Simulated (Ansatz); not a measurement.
The reference is Hf in the hcp (Mg type) structure (space group P6_3/mmc, No. 194; a = 3.158 Å, c = 5.004 Å; relaxed with 0.1 eV smearing). Axes: x lies along a and z along c of the hexagonal cell.

Calculations: DFT with PBEsol, PAW potentials and a 420 eV plane-wave cutoff in Ansatz (a program for electronic structure), no spin-orbit coupling.

It is then changed as follows: the cell is scaled by 1.0300 in all directions; the atoms relax in the strained cell.

Predict the stress tensor and what it implies for the stiffness.

Stress of the strained cell less that of the base (GPa, compression positive):
```
   -8.5     0.0     0.0
    0.0    -8.5     0.0
    0.0     0.0    -8.8
```

Then B = −ΔP/(ΔV/V₀) with ΔV/V₀ = 0.0927 gives secant stiffness values (nonlinear terms included at this strain): B (at held cell shape, above the free-shape value) ≈ 93 GPa.

As a check, the harmonic strain energy −½ V₀ Δσ:ε is 52 meV/atom; the computed energy rise is 57 meV/atom.

Whether these cells are dynamically stable was not tested. All final runs are without spin polarisation.
